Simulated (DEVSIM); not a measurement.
System: Mo/AlN/n-Si capacitor, at 400 K.

```
layer (left to right)  material  thickness (nm)  Nd (cm⁻³)
---------------------  --------  --------------  ---------
1                           AlN            9.00          -
2                            Si           15000     1.5e15
```

Metal gate on the left, work function 4.6 eV. Fixed charge at the semiconductor interface 8e10 cm⁻² (in units of +e); interface traps 1.2e10 cm⁻² eV⁻¹, uniform in energy, neutral level at 0.5 of the gap above the valence band.

The device is made up for the run: typed textbook-type constants, with dimensions and the other settings drawn at random. Values at 300 K; Nc and Nv go as T^1.5, mobilities as T to minus their exponent, the gap by Varshni's rule with the affinity fixed.

```
parameter         AlN        Si
----------------  ---  --------
gap (eV)          6.1     1.124
affinity (eV)     1.9      4.05
permittivity      8.5      11.7
Nc (cm⁻³)           -   2.86e19
Nv (cm⁻³)           -    3.1e19
Varshni α (eV/K)    -  0.000473
Varshni β (K)       -       636
```

DEVSIM, 1D Poisson equation in equilibrium, Boltzmann statistics, complete ionisation; no quantum confinement or tunnelling. Metal contacts follow the ideal Schottky-Mott rule: no Fermi-level pinning, no interface dipoles.

The gate work function was swept, all else fixed.

```csv
gate work function (eV),threshold voltage (band bending 2φF) (V),flat-band voltage (V)
4.3,-0.52,-0.12
4.45,-0.37,0.03
4.6,-0.22,0.18
4.75,-0.07,0.33
4.9,0.08,0.48
```

From the first row to the last the threshold voltage (band bending 2φF) goes from -0.52 to 0.08. From the first row to the last the flat-band voltage goes from -0.12 to 0.48.
